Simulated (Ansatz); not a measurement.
Consider KCl in the rock salt structure (space group Fm-3m, No. 225; a = 6.2427 Å). Axes: x, y, z lie along the cube axes.

The values are results of DFT with PBEsol, PAW potentials and a 420 eV plane-wave cutoff in Ansatz (a quantum-chemistry and plane-wave program), spin-orbit coupling left out, not measurements.

Base values:

The valley order comes out as Γ 5.10 eV; X along ⟨100⟩ 6.37 eV.

Perturbation: biaxial strain +0.83 %, plane normal [111], relaxed out of plane (Cartesian); in-plane vectors clamped, the third vector and the atoms free.

What does the calculation give for the out-of-plane strain and valley order after the change?

The out-of-plane strain comes out as -0.84 %; the valley order (the lowest conduction-band minima on the path, energy above the VBM, named in the base's zone) becomes Γ 5.05 eV; X along [001] 6.36 eV (base: Γ 5.10 eV; X along ⟨100⟩ 6.37 eV).

The levels and masses belong to the bands next to the band gap. Stability against distortions was not tested.
